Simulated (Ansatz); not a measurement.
# Response to strain in Ti

Base system: Ti in the hcp (Mg type) structure (space group P6_3/mmc, No. 194; a = 2.936 Å, c = 4.636 Å). Axes: x lies along a and z along c of the hexagonal cell.

Strains are applied to the cell and any free atomic positions relax; under biaxial strain the out-of-plane vector relaxes too.

The values are results of r2SCAN, PAW, 500 eV (Ansatz, an electronic-structure program; no spin-orbit coupling), not measurements.

Notes on the quantities. pressure: mean of the normal stresses, compression positive.

```json
[
 {"case": "base", "pressure": "0.0 GPa", "volume per atom": "17.30 Å³", "space group": "P6_3/mmc (No. 194)"},
 {"case": "biaxial strain −4.16 %, plane normal [001], relaxed out of plane", "pressure": "6.6 GPa", "volume per atom": "16.44 Å³", "space group": "P6_3/mmc (No. 194)"},
 {"case": "biaxial strain −3.64 %, plane normal [001], relaxed out of plane", "pressure": "5.7 GPa", "volume per atom": "16.54 Å³", "space group": "P6_3/mmc (No. 194)"},
 {"case": "biaxial strain −2.07 %, plane normal [001], relaxed out of plane", "pressure": "3.2 GPa", "volume per atom": "16.87 Å³", "space group": "P6_3/mmc (No. 194)"},
 {"case": "biaxial strain +3.79 %, plane normal [001], relaxed out of plane", "pressure": "-4.9 GPa", "volume per atom": "18.11 Å³", "space group": "P6_3/mmc (No. 194)"},
 {"case": "biaxial strain +4.66 %, plane normal [001], relaxed out of plane", "pressure": "-5.7 GPa", "volume per atom": "___", "space group": "P6_3/mmc (No. 194)"},
 {"case": "isotropic strain +4.84 %", "pressure": "-12.9 GPa", "volume per atom": "19.94 Å³", "space group": "P6_3/mmc (No. 194)"},
 {"case": "uniaxial strain ε_yy = +0.21 %", "pressure": "-0.2 GPa", "volume per atom": "17.34 Å³", "space group": "Cmcm (No. 63)"},
 {"case": "uniaxial strain ε_zz = −1.63 %", "pressure": "___", "volume per atom": "17.02 Å³", "space group": "P6_3/mmc (No. 194)"},
 {"case": "tensor shear ε_xy = +0.89 %", "pressure": "0.0 GPa", "volume per atom": "17.30 Å³", "space group": "P2_1/m (No. 11)"}
]
```

Task: Some entries are withheld; estimate them.

Result: 
- biaxial strain +4.66 %, plane normal [001], relaxed out of plane, volume per atom: 18.28 Å³
- uniaxial strain ε_zz = −1.63 %, pressure: 2.0 GPa

Without a gap, meshes like the base's 18×18×10 leave anisotropic stresses uncertain by several tenths of a GPa, and small strain energies with them. Stability against distortions was not tested. All final runs are without spin polarisation.
